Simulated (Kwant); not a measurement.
System: quantum point contact (saddle potential) in a InAs two-dimensional gas. Effective mass 0.023 mₑ, grid spacing 12 nm, hard walls, nominal width 300 nm (25 grid rows, so walls 312 nm apart), one parabolic valley, scattering region 900 nm long along x; energies count from the band bottom; Fermi energy 0.00649 eV. Potential (V0 + ½k y²) cos²(πx/L) for |x| < L/2, with V0 swept from 0.0068145 to 0 eV, k = 2.5e-06 eV/nm², L = 440 nm. Perpendicular field 0.089 T, also in the leads; orbital effect alone.

The device is made up for the run: typed textbook-type constants, with dimensions and the other settings drawn at random.

Model: effective-mass tight-binding model on a square grid, one spin, coherent transport at 0 K (Kwant). Conductance is in e²/h.

Sweep values stay those of the base run.

Base results: mean G (e²/h) over the sweep 1.07; G (e²/h) at V0 = 5.136 meV 0.41; G (e²/h) at V0 = 3.457 meV 1.00; G (e²/h) at V0 = 1.778 meV 1.91.

**Question.** What follows from this one change: effective mass 0.023 → 0.03 mₑ?

**Answer.** mean G over the sweep 1.07 → 1.22 e²/h; G at V0 = 5.136 meV 0.41 → 0.63 e²/h; G at V0 = 3.457 meV little changed (1.02 e²/h); G at V0 = 1.778 meV 1.91 → 2.00 e²/h.

**Question.** What follows from this one change: length of the gated region 440 → 110 nm?

**Answer.** mean G over the sweep 1.07 → 1.17 e²/h; G at V0 = 5.136 meV 0.41 → 0.55 e²/h; G at V0 = 3.457 meV 1.00 → 1.12 e²/h; G at V0 = 1.778 meV 1.91 → 1.73 e²/h.
